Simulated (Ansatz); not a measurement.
Cubic perovskite SrVO₃, treated with r²SCAN (Ansatz, a program for electronic structure, PAW).

Numerical settings: plane-wave cutoff 600 eV, 10×10×10 k mesh, Fermi–Dirac smearing 0.1 eV, finite displacements, no spin polarisation, scalar-relativistic PAW data made under PBE.

Computed at the level's own relaxed cell.

Harmonic phonon frequencies (cm⁻¹; i marks an imaginary mode):

```tsv
q point	frequencies
Γ	0 0 0 170 170 170 339 339 339 348 348 348 569 569 569
```
